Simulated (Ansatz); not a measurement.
Take GaP in the zinc blende structure (space group F-43m, No. 216; a = 5.4386 Å) as the base. Axes: x, y, z lie along the cube axes.

Level of theory: PBEsol (Ansatz, an electronic-structure program; PAW; 420 eV plane waves; scalar-relativistic without spin-orbit coupling).

Now apply this change: the cell is stretched by 1.50 % along z with no lateral relaxation, atoms relaxed at fixed cell.

### Question
Predict the stress tensor and what it implies for the stiffness.

### Answer
Stress of the strained cell less that of the base (GPa, compression positive):
```
  -0.85    0.00    0.00
   0.00   -0.85    0.00
   0.00    0.00   -1.99
```

Then −Δσ_ii/ε with ε = 0.0150 gives secant stiffness values (nonlinear terms included at this strain): C33 ≈ 132 GPa, C13 ≈ 57 GPa and C23 ≈ 57 GPa.

Stability against distortions was not tested.
